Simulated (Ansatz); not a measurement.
Band-edge transport in semiconductors and insulators: compounds that share space group F-43m and stoichiometry, PBEsol, rigid bands (Ansatz, an electronic-structure program); geometry: cell and atoms relaxed with PBEsol.

```tsv
Compound	volume per atom (Å³)	band gap	electron conductivity mass	Seebeck coefficient, n-type 1e19 cm⁻³
CuCl	18.5	___	0.23 mₑ	___
AlAs	22.8	1.34 eV	0.33 mₑ	-263 μV/K
BN	5.9	4.30 eV	0.39 mₑ	-283 μV/K
BAs	13.5	1.08 eV	0.30 mₑ	-322 μV/K
BeS	14.2	___	0.37 mₑ	-275 μV/K
```

Question: Some entries are withheld; supply them.

Answer: 
- CuCl, band gap: 0.56 eV
- CuCl, Seebeck coefficient, n-type 1e19 cm⁻³: -126 μV/K
- BeS, band gap: 2.91 eV

Masses are for dilute carriers at 300 K, harmonic means over directions unless an axis is named. Seebeck coefficients are for the stated density at 300 K, with one relaxation time for all states and whether or not that doping can be reached. Spin-orbit coupling is left out.
